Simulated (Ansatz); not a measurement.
Consider MgTe in the wurtzite structure (space group P6_3mc, No. 186; a = 4.561 Å, c = 7.413 Å).

The change: an isotropic linear strain of +4.06 %; the atoms relax in the strained cell.

Calculations: plane-wave PAW DFT at the PBEsol level (Ansatz, a quantum-chemistry and plane-wave program, 420 eV), scalar-relativistic without spin-orbit coupling.

Base, band edges from the VBM (valence, conduction): K -1.40, 3.42; H -0.63, 3.84; M -0.46, 3.08; L -0.90, 3.15; A -0.28, 3.41; Γ 0.00, 2.39 eV.

### Question
Give the band edges at the high-symmetry points of the new zone, measured from its valence-band maximum.

### Answer
| point | valence edge (eV) | conduction edge (eV) |
|---|---|---|
| Γ | 0.00 | 1.89 |
| M | -0.39 | 3.10 |
| K | -1.17 | 3.60 |
| A | -0.23 | 3.02 |
| L | -0.76 | 3.05 |
| H | -0.54 | 3.67 |

The gap is 1.89 eV, direct at Γ.

Spin-orbit coupling, missing from the scalar runs, can matter with Te. No phonon test of stability was made.
